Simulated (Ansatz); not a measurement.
The parent structure is ZnAu in the CsCl type structure (space group Pm-3m, No. 221; a = 3.129 Å; relaxed with 0.1 eV smearing). Axes: x, y, z lie along the cube axes.

The values are results of plane-wave PAW DFT at the PBEsol level (Ansatz, a quantum-chemistry and plane-wave program, 420 eV), spin-orbit coupling left out, not measurements.

One thing is altered: the cell is scaled by 0.9800 in all directions; the atoms relax in the strained cell.

Q: Predict the stress tensor and what it implies for the stiffness.

A: Stress of the strained cell less that of the base (GPa, compression positive):
```
   10.2     0.0     0.0
    0.0    10.2     0.0
    0.0     0.0    10.2
```

Then B = −ΔP/(ΔV/V₀) with ΔV/V₀ = -0.0588 gives secant stiffness values (nonlinear terms included at this strain): B ≈ 173 GPa.

As a check, the harmonic strain energy −½ V₀ Δσ:ε is 29 meV/atom; the computed energy rise is 27 meV/atom.

Stability against distortions was not tested.
